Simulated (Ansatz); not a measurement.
**Element substitutions in Sn**

Start from Sn (space group I4_1/amd, No. 141).

Space group I4₁/amd, origin choice 1 (No. 141); a = 5.833 Å, b = 5.833 Å, c = 3.158 Å, α = 90.00°, β = 90.00°, γ = 90.00°

```tsv
atom	site	symmetry	x	y	z
Sn	4a	-4m2	0.0000	0.0000	0.0000
```
(The calculation used a cell of 2 atoms; values per cell refer to that cell.)

Each row replaces one element on all its sites; cell and atoms are relaxed.

Calculations: Kohn–Sham DFT with the PBEsol functional, run in Ansatz (a first-principles code) with PAW and 420 eV plane waves, scalar-relativistic without spin-orbit coupling.

```
change       density  c/a ratio  shortest interatomic distance
-------  -----------  ---------  -----------------------------
base      7.34 g/cm³      0.541                        3.021 Å
Sn → Fe   7.81 g/cm³      0.538                        2.305 Å
Sn → Ir  20.36 g/cm³      0.566                        2.496 Å
Sn → Cu   8.48 g/cm³      0.527                        2.355 Å
```

Other magnetic orders, which the real material may have, were not ruled out. Stability against distortions was not tested. As relaxed here, Fe, Ir and Cu are hypothetical phases, not in the database extracts checked. Spin-polarised in the final run: Fe; the other runs are not.
